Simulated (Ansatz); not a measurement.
Given:

Host crystal: corundum, with a band gap (PBE, scalar-relativistic without spin-orbit coupling).

End structure of NH2 on the 1x1 (0001) surface of corundum (cut with top plane Al), one in a 1x1 cell, started at the site 'over Al at depth 1.0 Å':

```
CELL_PARAMETERS angstrom
      4.80875     0.00000     0.00000
     -2.40438     4.16450     0.00000
      0.00000     0.00000    27.50000
ATOMIC_POSITIONS crystal
  Al 0.66667 0.33333 0.37743
  O  0.65631 0.68187 0.38078
  O  0.31813 0.97443 0.38078
  O  0.02557 0.34369 0.38078
  Al 0.00000 0.00000 0.41229
  Al 0.33333 0.66667 0.42276
  O  0.31288 0.31024 0.45957
  O  0.99736 0.68712 0.45957
  O  0.68976 0.00264 0.45957
  Al 0.66536 0.33242 0.49216
  Al 0.00278 0.00055 0.50855
  O  0.98177 0.33792 0.53994
  O  0.66828 0.64570 0.53961
  O  0.36152 0.02778 0.53977
  Al 0.33861 0.67281 0.57691
  Al 0.67718 0.35449 0.58713
  O  0.67340 0.00695 0.61503
  O  0.35915 0.36779 0.61986
  O  0.02612 0.67073 0.61878
  Al 0.01994 0.01331 0.63833
  N  0.92101 0.99973 0.70478
  H  0.93795 0.19488 0.72225
  H  0.73677 0.79628 0.71962
```

Set-up: 23 atoms, 6.7 Å thick at the start under the adsorbate (thin: gaps and levels are the slab's own); mesh 6x6x1; 0.01 eV smearing; dipole correction on; 9 atoms held, the rest relaxed; no symmetry held; spin-polarised, ending with about 1.0 μB a cell; orders that need a larger cell were not tried, no spin-orbit, no U, no dispersion correction. At the end it is bonded to Al. In PBE it is, or lies within 0.03 eV of, the lowest of the starts that converged.

A negative adsorption energy means that the adsorbate is more stable on the surface than in its reference.

### Question
What highest filled level below the top vacuum level does PBE (Ansatz, an electronic-structure program) give?

### Answer
4.88 eV

### Question
Estimate the adsorption energy against NH3(g) − ½ H2(g) that PBE returns for this input.

### Answer
106 kJ/mol

### Question
Estimate the gap of the slab on its k-mesh that PBE returns for this input.

### Answer
0.16 eV

### Question
Estimate the change of the step from the bottom to the top vacuum level, against the clean slab that PBE returns for this input.

### Answer
-1.49 eV
